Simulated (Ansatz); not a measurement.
Start from Mg2Sn (space group Fm-3m, No. 225).

```xyz
3
Lattice="0.0000 3.3730 3.3730 3.3730 0.0000 3.3730 3.3730 3.3730 0.0000" Properties=species:S:1:pos:R:3 pbc="T T T"
Sn     0.0000     0.0000     0.0000
Mg     1.6865     1.6865     1.6865
Mg     5.0595     5.0595     5.0595
```

Cartesian axes are those of the cell as printed.

Level of theory: DFT with PBEsol, PAW potentials and a 420 eV plane-wave cutoff in Ansatz (a program for electronic structure), no spin-orbit coupling.

Strains are applied to the cell and any free atomic positions relax; under biaxial strain the out-of-plane vector relaxes too; under stress the whole cell relaxes.

One change was made to it. Results:

```csv
quantity,base,after
energy relative to the base (free energy F),0 meV/atom,+79 meV/atom
shortest interatomic distance,2.921 Å,2.891 Å
band gap,zero,zero
```

### Question
Which of these changes matches the shifts?
A. uniaxial stress, 8 GPa compression along x
B. biaxial strain −0.80 %, plane normal [001], relaxed out of plane
C. isotropic strain +5.46 %

### Answer
A, uniaxial stress, 8 GPa compression along x. For comparison, the shortest interatomic distance in the other runs: isotropic strain +5.46 % gives 3.081 Å; biaxial strain −0.80 %, plane normal [001], relaxed out of plane gives 2.911 Å.

Beyond what the load breaks, stability against distortions was not tested.
